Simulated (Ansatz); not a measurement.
The starting structures come from a database of crystals and need not be the phases stable at ambient conditions.

Here is the system:

```
CELL_PARAMETERS angstrom
      5.64058     0.00000     0.00000
      0.00000     5.64058     0.00000
      0.00000     0.00000     5.64058
ATOMIC_POSITIONS crystal
  Mg 0.75000 0.00000 0.50000
  Mg 0.25000 0.00000 0.50000
  Mg 0.50000 0.25000 0.00000
  Mg 0.50000 0.75000 0.00000
  Mg 0.00000 0.50000 0.75000
  Mg 0.00000 0.50000 0.25000
  O  0.75000 0.50000 0.00000
  O  0.25000 0.50000 0.00000
  O  0.00000 0.25000 0.50000
  O  0.00000 0.75000 0.50000
  O  0.50000 0.00000 0.75000
  O  0.50000 0.00000 0.25000
```

Space group of this cell: Pm-3n. The cell is taken as given; by r2SCAN its mean pressure is -3.3 GPa.

Level of theory: r2SCAN (plane waves, PAW; Ansatz, a quantum-chemistry and plane-wave program).

The current runs along the normal of the first two printed vectors; no spin-orbit coupling. Scaled by the factor s: the length along the current (ions clamped). Meshes 6×6×6 and 6×6 across the current in all rows.

```
s     mean pressure (GPa)  band gap (eV)
----  -------------------  -------------
0.97                 -0.4              ?
1.00                 -3.3           3.32
1.03                 -5.7           3.16
```

Question: Take the slope of the band gap against ln s from the two given rows, extrapolate to s = 0.97, and say what the run there gives.

Answer: Slope = (3.16 − 3.32) / ln 1.03 = -5.41 eV. The line gives 3.32 + (-5.41) × ln 0.97 = 3.48 eV. The run gives 3.18 eV, 0.30 eV under the line, 185 % of the predicted step.
